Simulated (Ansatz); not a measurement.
Functionals compared on CO on the 1x1 (10-10) surface of wurtzite ZnO (cut with top plane O + Zn), one in a 2x1 cell, started at the site 'top O', in Ansatz (plane waves, PAW). The structure was relaxed with PBE; the other rows are single points on it, each with its references at the same level. Cutoff 420 eV (500 eV for r2SCAN). HSE06 used the coarser mesh 3x3x1.

Host crystal: wurtzite ZnO, with a band gap (PBE, scalar-relativistic without spin-orbit coupling).

Model: 34-atom slab, 9.4 Å thick at the start under the adsorbate (thin: gaps and levels are the slab's own), 3x4x1 mesh, Fermi-Dirac 0.01 eV, dipole correction, 16 atoms held, the rest relaxed; held to the start's symmetry, so lower structures may exist; no spin, no spin-orbit, no U, no dispersion correction. At the end it is bonded to Zn. In PBE it is, or lies within 0.03 eV of, the lowest of the starts that converged. These notes are the PBE run's. Adsorption energies are against CO(g). A negative adsorption energy means that the adsorbate is more stable on the surface than in its reference.

| functional | adsorption energy (eV) | rough cost of the single point |
|---|---|---|
| PBE | -0.34 | – |
| RPBE | -0.15 | around 2.8 core-minutes (rough) |
| r2SCAN | -0.43 | very roughly 5 core-minutes |
| HSE06 | -0.28 | about 60 core-minutes (a rough figure) |

Ansatz is a program for electronic structure.
